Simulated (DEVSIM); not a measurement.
System: abrupt Si n-p junction, at 250 K.

Layer 1 from the left is Si, thickness (μm) 0.540, Nd (cm⁻³) 1.9e17, τn (s) 1.6e-6, τp (s) 1.6e-6. Layer 2 from the left is Si, thickness (μm) 150, Na (cm⁻³) 1.5e15, τn (s) 1.6e-6, τp (s) 1.6e-6.

Left contact: ohmic. Right contact: ohmic. Voltage is applied to the left contact. Recombination: SRH at mid-gap, radiative, Auger. Mobility is μmin + (μ − μmin)/(1 + (N/Nref)^α).

This is a model device: material constants are rounded textbook-type values typed into the input, and sizes, dopings and lifetimes were drawn at random. Values at 300 K; Nc and Nv go as T^1.5, mobilities as T to minus their exponent, the gap by Varshni's rule with the affinity fixed.

Si: gap (eV) 1.124, affinity (eV) 4.05, permittivity 11.7, Nc (cm⁻³) 2.86e19, Nv (cm⁻³) 3.1e19, μn (cm²/Vs) 1417, μp (cm²/Vs) 470, μn,min 52, μp,min 45, Nref,n 9.7e16, Nref,p 2.2e17, αn 0.68, αp 0.72, T exponent of μn 2.3, T exponent of μp 2.2, B (cm³/s) 4.7e-15, Cn (cm⁶/s) 2.8e-31, Cp (cm⁶/s) 9.9e-32, Varshni α (eV/K) 0.000473, Varshni β (K) 636.

### Question
Estimate by hand the built-in potential, the peak field at zero bias, the capacitance at 0.6 V, and compare with a numerical solution.

### Answer

- Built-in potential: ni = √(Nc Nv) exp(−Eg/2kT) = 8.01e7 cm⁻³ with Eg = 1.136 eV; Vbi = kT/q ln(Na Nd/ni²) = 0.826 V; numerical 0.826 V.
- Peak field at zero bias: depletion approximation: W = √(2εVbi/(qN)) = 0.847 μm with N = 1.49e15 cm⁻³; field = 2Vbi/W = 19500 V/cm; numerical 26700 V/cm (estimate below by 27 %).
- Capacitance at 0.6 V: C = √(qεN / 2(Vbi + |V|)) = 9.31 nF/cm²; numerical 9.51 nF/cm² (estimate below by 2.1 %).

Simulated with DEVSIM: 1D drift-diffusion, Boltzmann statistics, complete ionisation; no tunnelling, impact ionisation, image-force lowering or self-heating.
